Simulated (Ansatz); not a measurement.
## BBi (model structure, started from the NiAs type, P6₃/mmc, No. 194, 4 atoms in the cell)

Method: PBEsol in Ansatz (PAW).

Settings: plane-wave cutoff 500 eV, 12×12×8 k mesh (along the axes of the cell as run), Fermi–Dirac smearing 0.05 eV, scalar-relativistic PAW data made under PBE.

Cell (relaxed at this level):

BiB is taken in the hexagonal space group P6₃/mmc (No. 194), the NiAs type structure, Pearson symbol hP4. Lattice parameters: a = b = 3.696 Å, c = 6.109 Å, α = β = 90.00°, γ = 120.00°. B on 2a is coordinated by 6 Bi at 2.624 Å (octahedral). Bi on 2c has 6 B at 2.624 Å and 12 Bi at 3.696–3.726 Å. (Neighbours: up to the widest gap in distance over summed covalent radii, below 1.35, at either atom; cation-cation and far metal-metal contacts left out.)

- band gap = zero (no gap)

Note: the relaxation could raise the start's symmetry but not lower it, so the cell can be a saddle point.

Spin–orbit coupling is not included; it can shift volumes and moduli of such heavy elements.

Computed values are for the static lattice.

A model structure was made by putting elements into a prototype or built by hand; it is no filed structure, need not be a known phase, and can be a saddle point held by its symmetry.

Ansatz is an electronic-structure program.
